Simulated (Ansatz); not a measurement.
An Ansatz (an electronic-structure program) input (PBE, PAW, 420 eV (Ansatz; scalar-relativistic without spin-orbit coupling)):

Ansatz 0.2 input:
```yaml
crystal:
  lattice:
    - [4.4996393277, 0, 0]
    - [-2.2498196639, 3.8968019657, 0]
    - [0, 0, 11.1409597376]
  atoms:
    - { symbol: Te, position: [0, 0, 0.7366277086] }
    - { symbol: Te, position: [0.3333333333, 0.6666666667, 0.4185864512] }
    - { symbol: Te, position: [0.6666666667, 0.3333333333, 0.0967848001] }
    - { symbol: Hg, position: [0, 0, 0.9913482363] }
    - { symbol: Au, position: [0.3333333333, 0.6666666667, 0.6652341747] }
    - { symbol: Au, position: [0.6666666667, 0.3333333333, 0.3414186292] }
basis: { ecutwfc: 420, ecutrho_ratio: 4, xc_grid: 2, fft_grid_basis: typed }
kpoints: { mp_grid: { grid: [12, 12, 5] } }
hamiltonian:
  xc: pbe
  dispersion: none
  pseudopotentials: { kind: paw }
scf: { occupations: { method: fermi_dirac, width: 0.05 }, convergence: { dr2_threshold: 0.0000000006 } }
output: { forces: true, stress: true }
checkpoint: { write: state.ck, write_every: 1000 }
```

Question: Which symmetry and how many k-points will the program report, and about how many plane waves at Γ?

Answer: Space group P3m1 (ITA 156) with 6 operations, k-points 81 of 720, and 3811 plane waves at Γ.

Each cell is one ordered arrangement of few atoms, which overstates ordering effects compared with a random alloy. Stability against distortions was not tested. All final runs are without spin polarisation. The cell was made from HgTe by this change: x(Au) = 0.667, 6 atoms, P3m1.
